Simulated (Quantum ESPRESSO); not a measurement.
Several settings converged on CaSi2Rh2 (I4mm, 5 atoms in the cell)

```yaml
crystal:
  lattice:
    - [2.05101, -2.05101, 5.01954]
    - [2.05101, 2.05101, 5.01954]
    - [-2.05101, -2.05101, 5.01954]
  atoms:
    - { symbol: Ca, position: [0.00000, 0.00498, 0.00498] }
    - { symbol: Si, position: [0.00000, 0.62739, 0.62739] }
    - { symbol: Si, position: [0.00000, 0.37261, 0.37261] }
    - { symbol: Rh, position: [0.50000, 0.25000, 0.75000] }
    - { symbol: Rh, position: [0.50000, 0.75000, 0.25000] }
```

Base method: LDA (PZ), GBRV 1.5 ultrasoft (LDA) pseudopotentials (plane waves; Quantum ESPRESSO).

Base settings: ecutwfc = 40 Ry; ecutrho = 320 Ry; occupations = smearing; smearing = gaussian; degauss = 0.0073499 Ry; potentials = {Ca: ca_lda_v1.uspp.F.UPF, Si: si_lda_v1.uspp.F.UPF, Rh: rh_lda_v1.4.uspp.F.UPF}; K_POINTS = automatic 4 4 4 0 0 0; conv_thr = 1e-10 Ry.

The count of work is k-points × plane waves × bands × iterations; it is no time. Core times come from one kind of shared machine, to one figure; runs under 30 s give none.

**The cutoff for other potential files**

Level: DFT, LDA (PZ), plane waves, PSlibrary PAW (LDA, semicore) pseudopotentials.

In this ladder: pseudopotentials = {Ca: Ca.pz-spn-kjpaw_psl.1.0.0.UPF, Si: Si.pz-n-kjpaw_psl.1.0.0.UPF, Rh: Rh.pz-spn-kjpaw_psl.1.0.0.UPF}. Moved along: ecutrho.

The second cell is the first with its lattice scaled by 0.98.

The mesh stays at the base's, so the ladder's end is converged at best in this setting alone.

Only quantities that move along the ladder and can be compared are tabulated.

```csv
ecutwfc,free energy less the last step's (meV/atom),energy of the compressed cell less the first (meV/atom),pressure (GPa),largest difference of a force vector from the last step's (eV/Å),count of work / last,core time / last (rough)
27 Ry,3681.65,-42.87,-152.49,0.067,0.11,0.05
33 Ry,910.79,-21.88,-51.69,0.019,0.15,0.08
42 Ry,134.35,-22.57,-14.16,0.007,0.28,0.1
60 Ry,20.50,-21.77,-8.08,0.001,0.36,0.2
90 Ry,2.20,-21.78,-7.87,0.000,0.74,0.4
120 Ry,0.00,-21.80,-7.75,0.000,1.0,1
```

Coarsest ecutwfc that holds the energy of the compressed cell less the first within 1 meV/atom of the last step, with all finer ones: 33 Ry, at 0.15 of the last step's count of work and about 0.08 of the last step's time; the step before is off by 21 meV/atom.

Coarsest ecutwfc that holds the pressure within 1 GPa of the last step, with all finer ones: 60 Ry, at 0.36 of the last step's count of work and about 0.2 of the last step's time; the step before is off by 6.4 GPa.

Coarsest ecutwfc that holds the free energy within 5 meV/atom of the last step, with all finer ones: 90 Ry, at about 0.4 of the last step's time; the step before is off by 21 meV/atom.

At the lowest cutoff the pressure lies 145 GPa under the last step's, the usual sign of Pulay stress in an incomplete plane-wave basis.

**The relaxed cell against the cutoff**

On CaSi2Rh2 (I4/mmm, 5 atoms in the cell): atoms on their sites.

In this ladder: calculation = vc-relax; tprnfor = default; tstress = default. Moved along: ecutrho.

The mesh stays at the base's, so the ladder's end is converged at best in this setting alone.

Only quantities that move along the ladder and can be compared are tabulated.

| ecutwfc | relaxed volume (Å³/atom) | relaxation steps | core time / last (rough) |
|---|---|---|---|
| 20 Ry | 11.283 | 5 | 0.2 |
| 24 Ry | 12.890 | 5 | 0.2 |
| 28 Ry | 14.239 | 6 | 0.4 |
| 40 Ry | 15.918 | 5 | 0.6 |
| 60 Ry | 15.952 | 5 | 1 |

Coarsest ecutwfc that holds the relaxed volume within 0.08 Å³/atom of the last step, with all finer ones: 40 Ry; the step before is off by 1.7 Å³/atom.

At the lowest cutoff the cell relaxes to a volume 29 % smaller than at the highest.

On the base run: the starting cell comes from a database of computed structures (which also holds hypothetical and non-ambient phases and stackings), without a prior relaxation at this level. Its lattice was rescaled by up to half a per cent. One atom was moved a little off its site on purpose. Spin polarisation is off. Without a gap this mesh is coarse (it stands for a supercell whose shortest vector is 16 Å).
